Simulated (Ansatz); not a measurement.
# SnSe (model structure, started from the zincblende type, F-43m, No. 216, 2 atoms in the cell): lattice constant a by level of theory

No measured value is used here.

```csv
level (code),value (Å)
LDA (Ansatz),?
PBE (Ansatz),6.778
PBEsol (Ansatz),6.655
PBE-D3(BJ) (Ansatz),6.734
r²SCAN (Ansatz),6.725
```

### Question
Fill in the missing entries.

### Answer

- LDA (Ansatz, a first-principles code), value (Å): 6.577

Cutoffs differ between the levels. Ansatz's density-functional and Hartree–Fock values are scalar-relativistic unless marked +SOC, with PAW data made under PBE.

A model structure was made by putting elements into a prototype or built by hand; it is no filed structure, need not be a known phase, and can be a saddle point held by its symmetry.
